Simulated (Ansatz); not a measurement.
# KI in the CsCl type structure (space group Pm-3m, No. 221; a model cell, its experimental status unchecked)

Space group Pm-3m (No. 221); a = 4.292 Å, b = 4.292 Å, c = 4.292 Å, α = 90.00°, β = 90.00°, γ = 90.00°

```tsv
atom	site	symmetry	x	y	z
K	1a	m-3m	0.0000	0.0000	0.0000
I	1b	m-3m	0.5000	0.5000	0.5000
```

All numbers come from Kohn–Sham DFT with the r2SCAN functional, run in Ansatz (a quantum-chemistry and plane-wave program) with PAW and 500 eV plane waves, no spin-orbit coupling. Γ-centred 8×8×8 mesh, Fermi–Dirac width 0.05 eV.

- Volume per atom: 39.53 Å³
- Density: 3.49 g/cm³
- Band gap: 4.04 eV, indirect, M → Γ
- Electron mass: 0.30 mₑ
- Lowest conduction-band minima above the VBM: Γ 4.04 eV; M along ⟨110⟩ 4.45 eV
- Total energy: -4536.901 eV/atom (σ→0; compares only within this code and set-up)

Spin-orbit coupling, missing from the scalar runs, can matter with I. Effective masses come from finite differences of ±0.01 Å⁻¹. Stability against distortions was not tested. This is not the structure that KI has at room temperature and ambient pressure.
